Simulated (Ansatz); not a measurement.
## Cr2AlC under load (space group P6_3/mmc): band-structure transport figures

Given:

```xyz
8
Lattice="2.8234 0.0000 0.0000 -1.4117 2.4452 0.0000 0.0000 0.0000 12.6268" Properties=species:S:1:pos:R:3 pbc="T T T"
Al     1.4117     0.8151     3.1567
Al     0.0000     1.6301     9.4701
Cr     0.0000     1.6301     5.2531
Cr     1.4117     0.8151     7.3737
Cr     1.4117     0.8151    11.5665
Cr     0.0000     1.6301     1.0603
C      0.0000     0.0000     6.3134
C      0.0000     0.0000     0.0000
```

The numbers are results of PBEsol, rigid bands (plane waves, PAW, scalar-relativistic; Ansatz, a program for electronic structure), not measurements. Condition of this run: hydrostatic pressure -2 GPa (the target of the relaxation). Cell: cell and atoms relaxed with PBEsol, then loaded as said.

```json
{
 "density of states at the Fermi level": "5.78 states/(eV·cell), both spins",
 "bare Sommerfeld coefficient": "1.70 mJ/(mol of atoms·K²)",
 "drude_plasma_energy": "4.5 (x), 4.5 (y), 2.4 (z) eV",
 "root-mean-square Fermi velocity": "3.0e5 m/s",
 "resistivity times τ": "24 (x), 24 (y), 83 (z) ×10⁻²² Ω·m·s"
}
```

A metal at this level (no band gap); rigid bands, thermally averaged at 300 K, both spins. Spin-orbit coupling is left out. τ is one relaxation time for all states.

Computed structure with no diffraction record at hand here (it may be known, metastable or hypothetical): Cr2AlC under load (space group P6_3/mmc). Treated as nonmagnetic (a ferromagnetic start lost its moment, other orders weren't tried): Cr2AlC under load (space group P6_3/mmc).
